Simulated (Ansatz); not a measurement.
## PtS: pressure series

Take PtS (space group P4_2/mmc, No. 131; a = 3.475 Å, c = 6.067 Å) as the base.

Cell and atoms are relaxed at each pressure.

Level of theory: PBEsol (Ansatz, an electronic-structure program), no spin-orbit coupling.

Notes on the quantities. enthalpy: H = E + PV relative to the base's energy.

```
variant                density                   gap character  band gap       enthalpy
-----------------  -----------  ------------------------------  --------  -------------
base               10.30 g/cm³                     direct at M   0.52 eV              –
pressure −2 GPa    10.14 g/cm³                     direct at M   0.48 eV  -0.23 eV/atom
pressure −1 GPa    10.22 g/cm³                     direct at M   0.50 eV  -0.11 eV/atom
pressure 0.9 GPa   10.36 g/cm³                     direct at M   0.54 eV  +0.10 eV/atom
pressure 2.1 GPa   10.45 g/cm³                     direct at M   0.56 eV  +0.24 eV/atom
pressure 4.5 GPa   10.62 g/cm³                               –   0.58 eV  +0.51 eV/atom
pressure 9 GPa     10.91 g/cm³  indirect, M → Z–R (50 % along)   0.54 eV  +1.00 eV/atom
pressure 15 GPa    11.29 g/cm³  indirect, M → Z–R (50 % along)   0.48 eV  +1.63 eV/atom
pressure 22.5 GPa  11.73 g/cm³                 indirect, M → X   0.07 eV  +2.40 eV/atom
pressure 30 GPa    12.16 g/cm³                               –      zero  +3.14 eV/atom
```

The mesh was chosen for an insulator and is coarse for the gapless case. With Pt present, leaving out spin-orbit coupling can change the band edges. Load acts through the strain it causes; cell and atoms are relaxed under it. Stability against distortions was not tested. Competing high-pressure phases were not computed. All final runs are without spin polarisation. A zero or small gap of PtS under pressure 22.5 GPa and PtS under pressure 30 GPa can be the functional's error rather than a property of the material.
